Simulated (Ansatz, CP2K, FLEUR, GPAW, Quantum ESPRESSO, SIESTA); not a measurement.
One structure in several programs: As (R-3m, 2 atoms in the cell)

Self-consistent single point.

```yaml
crystal:
  lattice:
    - [1.85038, 1.06831, 3.65099]
    - [-1.85038, 1.06831, 3.65099]
    - [0.00000, -2.13663, 3.65099]
  atoms:
    - { symbol: As, position: [0.22443, 0.22443, 0.22443] }
    - { symbol: As, position: [0.77557, 0.77557, 0.77557] }
```

Shared settings, as Ansatz (a program for electronic structure) writes them: kpoints.mp_grid.grid = 9 9 9; scf.occupations.method = fermi_dirac; scf.occupations.width = 0.0073 Ry. Potentials and cutoffs stand in the table.

```csv
code,model,pressure (GPa),largest force (eV/Å),cutoff
FLEUR,"PBEsol, all-electron FLAPW (FLEUR), scalar-relativistic valence",–,0.607,Kmax 3.6 1/bohr
CP2K,"PBEsol, GPW, DZVP-MOLOPT-SR-GTH basis, GTH-PBE potentials (GTH_POTENTIALS)",4.14,0.884,grid 400 Ry
GPAW,"PBEsol, GPAW PAW datasets PBEsol (made by gpaw-setup)",2.04,0.571,600 eV
Quantum ESPRESSO,"PBEsol, SSSP 1.1.2 efficiency (PBE) pseudopotentials",2.23,0.591,35 Ry
Ansatz,"PBEsol, default PAW files made with PBE",1.74,0.503,default
SIESTA,"GGA PBEsol, numerical atomic orbitals DZP, PseudoDojo PBEsol standard norm-conserving potentials (rewritten from UPF to PSML)",6.55,1.502,grid 400 Ry
```

A dash marks a value that a program does not give, or that is left out as unsure.

The spread over the programs that give each value: pressure within 4.81 GPa; largest force within 0.999 eV/Å.

CP2K and SIESTA use small atom-centred bases, whose incompleteness enters pressures, forces and empty levels differently from a plane-wave cutoff. FLEUR treats all electrons, but the usual bases taken here (sphere radii, linearisation, local orbitals, empty states) were not tested for convergence, so the values are no reference for the others. Ansatz's pressure is given at a fixed set of plane waves, as the other plane-wave codes print theirs. In the pressure, CP2K (by 2.10) and SIESTA (by 4.51) lie more than 1 GPa from the median of the plane-wave programs. In the force vectors, CP2K (by 0.313) and SIESTA (by 0.931) lie more than 0.08 eV/Å from the median of the plane-wave programs.

The starting cell comes from a database of computed structures (which also holds hypothetical and non-ambient phases and stackings), without a prior relaxation at this level. Its lattice was rescaled by a random factor within 2.5 % of one.

Left out of this page: Elk (not drawn, or without a comparable value).

Keys are those of Ansatz 0.2.
